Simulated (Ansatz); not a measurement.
# Short convergence ladders for WSe2 (P3m1, 6 atoms in the cell)

```
CELL_PARAMETERS angstrom
      1.64820    -2.85477     0.00000
      1.64820     2.85477     0.00000
      0.00000     0.00000    13.02480
ATOMIC_POSITIONS crystal
  W  0.33333 0.66667 0.25384
  W  0.66667 0.33333 0.75000
  Se 0.33333 0.66667 0.87900
  Se 0.66667 0.33333 0.37900
  Se 0.66667 0.33333 0.12100
  Se 0.33333 0.66667 0.62100
```

Base method: PBEsol, default PAW files made with PBE (plane waves; Ansatz, an electronic-structure program).

Base settings: basis.ecutwfc = 30.9 Ry; kpoints.mp_grid.grid = 8 8 1; hamiltonian.xc = pbesol; hamiltonian.pseudopotentials = {kind: paw} (the program's default PAW files); scf.occupations.method = fermi_dirac; scf.occupations.width = 0.0037 Ry.

The count of work is k-points × plane waves × bands × iterations; it is no time. Core times come from one kind of shared machine, to one figure; runs under 30 s give none.

**The cutoff for other potential files**

Level: DFT, PBEsol, plane waves, harder PAW files (source: ansatz) made with PBE.

In this ladder: hamiltonian.pseudopotentials = {kind: paw, source: ansatz}.

The second cell is the first with its lattice scaled by 0.98.

The mesh stays at the base's, so the ladder's end is converged at best in this setting alone.

The first pressure column holds Ansatz's estimate of the finite-basis (Pulay) stress, which hides part of the cutoff error; the other is without it.

Only quantities that move along the ladder and can be compared are tabulated.

| basis.ecutwfc | free energy less the last step's (meV/atom) | energy of the compressed cell less the first (meV/atom) | pressure (GPa) | pressure without the Pulay estimate (GPa) | largest difference of a force vector from the last step's (eV/Å) | count of work / last |
|---|---|---|---|---|---|---|
| 25 Ry | 42074.39 | -184.05 | 20.25 | -2021.76 | 1.729 | 0.11 |
| 30.9 Ry | 5181.94 | -17.95 | 1.49 | -295.02 | 0.316 | 0.16 |
| 39 Ry | 270.89 | 19.19 | -2.03 | -23.61 | 0.015 | 0.21 |
| 47.4 Ry | 5.86 | 17.65 | -2.05 | -2.84 | 0.000 | 0.30 |
| 55.9 Ry | 0.59 | 17.69 | -2.05 | -2.05 | 0.000 | 0.35 |
| 66.9 Ry | 0.32 | 17.69 | -2.05 | -2.05 | 0.000 | 0.50 |
| 83.8 Ry | 0.15 | 17.69 | -2.05 | -2.05 | 0.000 | 0.64 |
| 111.7 Ry | 0.00 | 17.69 | -2.05 | -2.05 | 0.000 | 1.0 |

Coarsest basis.ecutwfc that holds the pressure within 0.5 GPa of the last step, with all finer ones: 39 Ry, at 0.21 of the last step's count of work; the step before is off by 3.5 GPa.

Coarsest basis.ecutwfc that holds the energy of the compressed cell less the first within 2 meV/atom of the last step, with all finer ones: 39 Ry, at 0.21 of the last step's count of work; the step before is off by 36 meV/atom.

Coarsest basis.ecutwfc that holds the forces within 0.01 eV/Å of the last step, with all finer ones: 47.4 Ry, at 0.30 of the last step's count of work; the step before is off by 0.015 eV/Å.

The energy difference between the two cells stays within 1 meV/atom of the last step's from 47.4 Ry on, the total only from 55.9 Ry on: much of the error is common to both cells and cancels.

At the lowest cutoff the pressure without the Pulay estimate lies 2020 GPa under the last step's, the usual sign of Pulay stress in an incomplete plane-wave basis.

**The density cutoff**

The mesh stays at the base's, so the ladder's end is converged at best in this setting alone.

Only quantities that move along the ladder and can be compared are tabulated.

```tsv
basis.ecutrho_ratio	free energy less the last step's (meV/atom)	pressure (GPa)
2	-2.85	-1.94
3	-0.03	-2.11
4	-0.01	-2.11
5	0.00	-2.11
6	0.00	-2.11
8	0.00	-2.11
10	0.00	-2.11
12	0.00	-2.11
16	0.00	-2.11
```

Coarsest basis.ecutrho_ratio that holds the free energy within 2 meV/atom of the last step, with all finer ones: 3; the step before is off by 2.8 meV/atom.

Coarsest basis.ecutrho_ratio that holds the pressure within 0.1 GPa of the last step, with all finer ones: 3; the step before is off by 0.17 GPa.

**The relaxed cell against the cutoff**

On WSe2 (P6_3/mmc, 6 atoms in the cell): atoms on their sites.

In this ladder: relax = cell and atoms.

The mesh stays at the base's, so the ladder's end is converged at best in this setting alone.

Only quantities that move along the ladder and can be compared are tabulated.

| basis.ecutwfc | relaxed volume (Å³/atom) | relaxation steps | core time / last (rough) |
|---|---|---|---|
| 18.4 Ry | 21.019 | 93 | 2 |
| 21.7 Ry | 20.911 | 25 | 0.7 |
| 26.1 Ry | 20.919 | 10 | 0.5 |
| 30.9 Ry | 20.924 | 6 | – |
| 37.1 Ry | 20.919 | 6 | 0.5 |
| 46.3 Ry | 20.923 | 6 | 0.6 |
| 61.7 Ry | 20.924 | 6 | 1 |

Coarsest basis.ecutwfc that holds the relaxed volume within 0.021 Å³/atom of the last step, with all finer ones: 21.7 Ry; the step before is off by 0.094 Å³/atom.

At the lowest cutoff the cell relaxes to a volume 0.5 % larger than at the highest. Ansatz relaxes on a stress corrected for the finite basis.

On the base run: the starting cell has typed, rounded lattice constants, without a prior relaxation at this level. Its lattice was rescaled by up to half a per cent. One atom was moved a little off its site on purpose. Spin polarisation is off. In the base run, forces exceed 1 eV/Å.

Left out of this page: 1 run of the series failed or unconverged.

Keys are those of Ansatz 0.2.
